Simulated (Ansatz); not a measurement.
The parent structure is HfS2 in the CdI2 type structure (space group P-3m1, No. 164; a = 3.606 Å, c = 5.768 Å; layered, stacked along the Cartesian z axis). Axes: x lies along a and z along c of the hexagonal cell.

All numbers come from PBE-D3(BJ) (Ansatz, an electronic-structure program, PAW, without spin-orbit coupling).

Before the change:

* **Shortest interatomic distance**: 2.541 Å

Perturbation: the cell is compressed by 2.50 % along z with no lateral relaxation; the atoms relax in the strained cell.

Problem. Predict the new energy relative to the base, shortest interatomic distance and valence-band top at Γ.

Solution. The energy increases by 2.1 meV/atom; the shortest interatomic distance shrinks by 0.004 Å (2.541 Å → 2.537 Å); the valence-band top at Γ (three highest levels, from the VBM) amounts to 0.00, -0.34, -0.34 eV.

With Hf present, leaving out spin-orbit coupling can change the band edges. The levels and masses belong to the bands next to the band gap. Stability against distortions was not tested.
